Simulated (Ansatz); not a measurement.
Consider the following.

A slab with vacuum along the third vector:

```
CELL_PARAMETERS angstrom
      5.16530     0.00000     0.00000
      0.00000     5.75014     0.00000
      0.00000     0.00000    26.00000
ATOMIC_POSITIONS crystal
  Sc 0.25000 0.80719 0.31048
  Sc 0.75000 0.19281 0.31048
  Sc 0.25000 0.32276 0.37402
  Sc 0.75000 0.67724 0.37402
  Sc 0.25000 0.82746 0.43461
  Sc 0.75000 0.17254 0.43461
  Sc 0.25000 0.32929 0.50000
  Sc 0.75000 0.67071 0.50000
  Sc 0.25000 0.82746 0.56539
  Sc 0.75000 0.17254 0.56539
  Sc 0.25000 0.32276 0.62598
  Sc 0.75000 0.67724 0.62598
  Sc 0.25000 0.80719 0.68952
  Sc 0.75000 0.19281 0.68952
```

Set-up: 14 atoms, 10.0 Å thick at the start (thin: gaps and levels are the slab's own); mesh 7x7x1; 0.1 eV smearing; dipole correction on; all atoms relaxed; symmetry of the start imposed; no spin, no spin-orbit, no U.

Problem. Estimate the work function of the top face that PBE run with Ansatz (a program for electronic structure) returns for this input.

Solution. 3.12 eV

Problem. Estimate the surface energy (mean of both faces) that PBE returns for this input.

Solution. 79 meV/Å²
